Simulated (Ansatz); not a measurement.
```xyz
4
Lattice="3.8548 0.0000 0.0000 0.0000 3.8548 0.0000 0.0000 0.0000 3.8548" Properties=species:S:1:pos:R:3 pbc="T T T"
Ta     1.9274     1.9274     1.9274
Ru     1.9274     0.0000     0.0000
Ru     0.0000     1.9274     0.0000
Ru     0.0000     0.0000     1.9274
```

These are PBEsol, DFPT electron-phonon coupling, linearised Boltzmann equation (plane waves, PAW, scalar-relativistic; Ansatz, a first-principles code) values and carry that method's errors. Cell: relaxed with this functional, without spin-orbit coupling.

Q: What phonon-limited resistivity does this give at 300 K?

A: 12.2 μΩ·cm.

Q: How long is the mean free path there?

A: 5.2 nm, weighted by the current that each state carries. Wires not much wider than this gain resistivity from their walls.

A metal at this level (no band gap). Only scattering by harmonic phonons is included (no impurities, grain boundaries, electron-electron scattering or thermal expansion). Spin-orbit coupling is left out, which matters with elements this heavy. Halving the electron mesh (24x24x24) moves the resistivity by up to 3 % at 300 K, the mean free path by up to 3 %. Smearing 0.20 eV; phonons on a 4x4x4 q mesh, which this run doesn't test.

Computed structure, not matched to a measured one here, so possibly hypothetical: TaRu3 (Pm-3m).
